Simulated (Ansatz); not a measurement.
The starting structures come from a database of crystals and need not be the phases stable at ambient conditions.

 Where the default PAW files enter, the runs use the earlier of Ansatz's two default sets.

**Evanescent states of HgF (I4/mmm, not sure to be the ambient phase, 4 atoms a cell, 19.2 Å³ an atom, -2 GPa at this level) along the normal of (100)**

Computed with r2SCAN (plane waves, PAW; Ansatz, a first-principles code).

The gap is the functional's own, uncorrected, and κ follows it; spin-orbit coupling is left out. Mid-gap values are interpolated between the computed energies.

Energies count from the valence-band top; κ is the least over a 8×4 mesh across the current.

```json
[
 {"E (eV)": "0.06", "κ (1/Å)": "0.155", "where": "off Γ"},
 {"E (eV)": "0.17", "κ (1/Å)": "0.205", "where": "Γ"},
 {"E (eV)": "0.28", "κ (1/Å)": "0.226", "where": "Γ"},
 {"E (eV)": "0.39", "κ (1/Å)": "0.243", "where": "Γ"},
 {"E (eV)": "0.49", "κ (1/Å)": "0.256", "where": "Γ"},
 {"E (eV)": "0.60", "κ (1/Å)": "0.267", "where": "Γ"},
 {"E (eV)": "0.71", "κ (1/Å)": "0.276", "where": "Γ"},
 {"E (eV)": "0.82", "κ (1/Å)": "0.283", "where": "Γ"},
 {"E (eV)": "0.94", "κ (1/Å)": "0.289", "where": "Γ"},
 {"E (eV)": "1.04", "κ (1/Å)": "0.294", "where": "Γ"},
 {"E (eV)": "1.16", "κ (1/Å)": "0.297", "where": "Γ"},
 {"E (eV)": "1.26", "κ (1/Å)": "0.300", "where": "Γ"},
 {"E (eV)": "1.38", "κ (1/Å)": "0.301", "where": "Γ"},
 {"E (eV)": "1.49", "κ (1/Å)": "0.302", "where": "Γ"},
 {"E (eV)": "1.59", "κ (1/Å)": "0.302", "where": "Γ"},
 {"E (eV)": "1.71", "κ (1/Å)": "0.277", "where": "Γ"},
 {"E (eV)": "1.81", "κ (1/Å)": "0.214", "where": "Γ"},
 {"E (eV)": "1.93", "κ (1/Å)": "0.128", "where": "Γ"}
]
```

**Question.** How thick must the barrier be to attenuate the transmission by 10^4 when the electrodes' Fermi level lies at 1.16 eV, and what attenuation does that film give at 0.17 eV?

**Answer.** d = 4 ln 10 / (2 × 0.297) = 15.5 Å. At 0.17 eV it gives 4 × 0.205/0.297 = 2.8 decades.
